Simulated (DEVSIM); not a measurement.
Structure: illuminated GaAs p-on-n cell, one wavelength, at 300 K.

| layer (left to right) | material | thickness (μm) | Nd (cm⁻³) | Na (cm⁻³) | τn (s) | τp (s) | absorption coefficient (cm⁻¹) |
|---|---|---|---|---|---|---|---|
| 1 | GaAs | 0.270 | - | 5.7e17 | 1.6e-10 | 3e-10 | 20000 |
| 2 | GaAs | 3.00 | 1.6e16 | - | 9.9e-10 | 9.9e-10 | 20000 |

Left contact: ohmic, minority electron recombination velocity 1000 cm/s. Right contact: ohmic, minority hole recombination velocity 20 cm/s. Voltage is applied to the left contact. Recombination: SRH at mid-gap, radiative, Auger. Light enters at the left, 2.3e17 photons cm⁻² s⁻¹, one pass, no reflection. Mobility is μmin + (μ − μmin)/(1 + (N/Nref)^α).

This is a model device: material constants are rounded textbook-type values typed into the input, and sizes, dopings and lifetimes were drawn at random. Values at 300 K.

```csv
parameter,GaAs
gap (eV),1.424
affinity (eV),4.07
permittivity,12.9
Nc (cm⁻³),4.7e17
Nv (cm⁻³),9e18
μn (cm²/Vs),8500
μp (cm²/Vs),400
"μn,min",500
"μp,min",20
"Nref,n",6e16
"Nref,p",1.5e17
αn,0.39
αp,0.38
B (cm³/s),2e-10
Cn (cm⁶/s),1e-30
Cp (cm⁶/s),1e-30
```

DEVSIM, 1D drift-diffusion, Boltzmann statistics, complete ionisation; no tunnelling, impact ionisation, image-force lowering or self-heating.

The photon flux was swept, all else fixed.

```json
[
 {"photon flux (cm^-2 s^-1)": "6.9e15", "open-circuit voltage (V)": "0.744", "fill factor": "0.75", "largest power (mW/cm²)": "0.540", "short-circuit current (mA/cm²)": "0.970"},
 {"photon flux (cm^-2 s^-1)": "2.3e16", "open-circuit voltage (V)": "0.800", "fill factor": "0.76", "largest power (mW/cm²)": "1.96", "short-circuit current (mA/cm²)": "3.23"},
 {"photon flux (cm^-2 s^-1)": "6.9e16", "open-circuit voltage (V)": "…", "fill factor": "…", "largest power (mW/cm²)": "6.33", "short-circuit current (mA/cm²)": "…"},
 {"photon flux (cm^-2 s^-1)": "2.3e17", "open-circuit voltage (V)": "0.899", "fill factor": "0.78", "largest power (mW/cm²)": "22.7", "short-circuit current (mA/cm²)": "32.3"},
 {"photon flux (cm^-2 s^-1)": "6.9e17", "open-circuit voltage (V)": "0.941", "fill factor": "0.79", "largest power (mW/cm²)": "72.2", "short-circuit current (mA/cm²)": "97.0"},
 {"photon flux (cm^-2 s^-1)": "2.3e18", "open-circuit voltage (V)": "0.982", "fill factor": "0.80", "largest power (mW/cm²)": "255", "short-circuit current (mA/cm²)": "323"},
 {"photon flux (cm^-2 s^-1)": "6.9e18", "open-circuit voltage (V)": "1.017", "fill factor": "0.81", "largest power (mW/cm²)": "801", "short-circuit current (mA/cm²)": "970"}
]
```

Q: Complete the blanks.

A: 
- 6.9e16, open-circuit voltage (V): 0.849
- 6.9e16, fill factor: 0.77
- 6.9e16, short-circuit current (mA/cm²): 9.70
